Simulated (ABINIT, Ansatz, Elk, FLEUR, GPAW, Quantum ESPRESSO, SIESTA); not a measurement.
## One structure in several programs: GaP (F-43m, 2 atoms in the cell)

Self-consistent single point.

```yaml
crystal:
  lattice:
    - [0.00000, 2.72500, 2.72500]
    - [2.72500, 0.00000, 2.72500]
    - [2.72500, 2.72500, 0.00000]
  atoms:
    - { symbol: Ga, position: [0.00000, 0.00000, 0.00000] }
    - { symbol: P, position: [0.25000, 0.25000, 0.25000] }
```

Shared settings, as Ansatz (an electronic-structure program) writes them: kpoints.mp_grid.grid = 3 3 3; scf.occupations.method = fermi_dirac; scf.occupations.width = 0.01 eV. Potentials and cutoffs stand in the table.

```json
[
 {"code": "Elk", "model": "PBE, all-electron FP-LAPW, Elk's shipped species files, APW+lo basis with extra local orbitals", "pressure (GPa)": "–", "gap on the mesh (eV)": "1.672", "cutoff": "rgkmax 8"},
 {"code": "GPAW", "model": "PBE, GPAW PAW datasets PBE (gpaw-data 1.0.1)", "pressure (GPa)": "6.19", "gap on the mesh (eV)": "1.724", "cutoff": "550 eV"},
 {"code": "Quantum ESPRESSO", "model": "PBE, PseudoDojo stringent norm-conserving (PBE) pseudopotentials", "pressure (GPa)": "4.01", "gap on the mesh (eV)": "1.700", "cutoff": "115 Ry"},
 {"code": "ABINIT", "model": "PBE, norm-conserving pseudopotentials (PseudoDojo nc-sr-05 PBE standard)", "pressure (GPa)": "4.17", "gap on the mesh (eV)": "1.699", "cutoff": "40 Ha"},
 {"code": "Ansatz", "model": "PBE, default PAW files", "pressure (GPa)": "4.06", "gap on the mesh (eV)": "1.696", "cutoff": "420 eV"},
 {"code": "FLEUR", "model": "PBE, all-electron FLAPW (FLEUR), scalar-relativistic valence", "pressure (GPa)": "–", "gap on the mesh (eV)": "1.693", "cutoff": "Kmax 4 1/bohr"},
 {"code": "SIESTA", "model": "GGA PBE, numerical atomic orbitals TZP, PseudoDojo PBE standard norm-conserving potentials (rewritten from UPF to PSML)", "pressure (GPa)": "3.30", "gap on the mesh (eV)": "1.660", "cutoff": "grid 350 Ry"}
]
```

A dash marks a value that a program does not give, or that is left out as unsure.

Gaps are read on the mesh. Another mesh or the band path gives a smaller gap, so these values are not converged in the mesh.

The spread over the programs that give each value: pressure within 2.89 GPa; gap on the mesh within 0.064 eV.

SIESTA uses small atom-centred bases, whose incompleteness enters pressures, forces and empty levels differently from a plane-wave cutoff. Elk and FLEUR treat all electrons, but the usual bases taken here (sphere radii, linearisation, local orbitals, empty states) were not tested for convergence, so the values are no reference for the others. Ansatz's pressure is given at a fixed set of plane waves, as the other plane-wave codes print theirs; with its correction for the finite basis it is 4.10 GPa. In the pressure, GPAW (by 2.08) lies more than 1 GPa from the median of the plane-wave programs.

On the base mesh (5 5 5) the same programs gave: Ansatz pressure 2.60 GPa, gap on the mesh 1.595 eV; Quantum ESPRESSO pressure 2.57 GPa, gap on the mesh 1.598 eV; ABINIT pressure 2.72 GPa, gap on the mesh 1.597 eV; GPAW pressure 4.70 GPa, gap on the mesh 1.619 eV; Elk gap on the mesh 1.572 eV; FLEUR gap on the mesh 1.593 eV; SIESTA pressure 1.75 GPa, gap on the mesh 1.567 eV.

The values differ from the base mesh's, so the mesh still matters here: the table compares the programs at equal settings.

The starting cell has typed, rounded lattice constants, without a prior relaxation at this level.

Left out of this page: CP2K (on another mesh).

Keys are those of Ansatz 0.2.
